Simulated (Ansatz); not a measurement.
# KTaO3 under a change: Ta interstitial (started 1.99 Å from the nearest host atom)

Start from a 20-atom supercell of KTaO3 in the cubic perovskite structure (space group Pm-3m, No. 221; a = 3.985 Å) at its relaxed geometry.

Modification: one Ta atom is added in an open site, starting 1.99 Å from the nearest host atom, atoms relaxed at fixed cell, starting from a slightly rattled geometry.

Method: plane-wave PAW DFT at the PBEsol level (Ansatz, a program for electronic structure, 420 eV), without spin-orbit coupling. Γ-centred 4×4×4 mesh, Fermi–Dirac width 0.01 eV.

```json
{
 "gap_of_the_supercell": "zero (base 2.14 eV)",
 "largest_displacement_of_a_host_atom_from_its_site_in_the_perfect_cell": "0.58 Å",
 "final_site_of_the_added_atom": "4 O at 2.09 Å (square planar)"
}
```

Final structure:

```yaml
crystal:
  lattice:
    - [3.98532, -3.98532, -3.98532]
    - [-3.98532, 3.98532, -3.98532]
    - [3.98532, 3.98532, 3.98532]
  atoms:
    - { symbol: K, position: [0.50012, 0.49993, 0.99972] }
    - { symbol: K, position: [0.00003, 0.92660, 0.92633] }
    - { symbol: K, position: [0.00000, 0.57324, 0.57298] }
    - { symbol: K, position: [0.50012, 0.99993, 0.49970] }
    - { symbol: Ta, position: [0.50226, 0.50100, 0.50079] }
    - { symbol: Ta, position: [0.00012, 0.99885, 0.50081] }
    - { symbol: Ta, position: [0.00008, 0.50103, 0.99859] }
    - { symbol: Ta, position: [0.49790, 0.99882, 0.99859] }
    - { symbol: O, position: [0.26288, 0.51271, 0.24968] }
    - { symbol: O, position: [0.73735, 0.98718, 0.24971] }
    - { symbol: O, position: [0.74690, 0.49673, 0.74974] }
    - { symbol: O, position: [0.25331, 0.00314, 0.74975] }
    - { symbol: O, position: [0.74684, 0.74994, 0.49646] }
    - { symbol: O, position: [0.26301, 0.24993, 0.51263] }
    - { symbol: O, position: [0.25331, 0.74995, 0.00292] }
    - { symbol: O, position: [0.73734, 0.24993, 0.98694] }
    - { symbol: O, position: [0.50014, 0.24994, 0.24973] }
    - { symbol: O, position: [0.00010, 0.74992, 0.24971] }
    - { symbol: O, position: [0.00010, 0.24994, 0.74971] }
    - { symbol: O, position: [0.50010, 0.74993, 0.74971] }
    - { symbol: Ta, position: [0.00021, 0.24996, 0.24980] }
```

Other magnetic orders, which the real material may have, were not ruled out. The cell is small, so the values are those of an ordered compound at a high defect concentration; dilute-limit values will differ. The mesh was chosen for an insulator and is coarse for the gapless case. Spin-orbit coupling, missing from the scalar runs, can matter with Ta. No Hubbard U is applied, and correlation can decide whether such a compound is a metal. The defect cell is spin-polarised and ends with 2.2 μB, a fractional moment that hangs on the mesh and smearing.
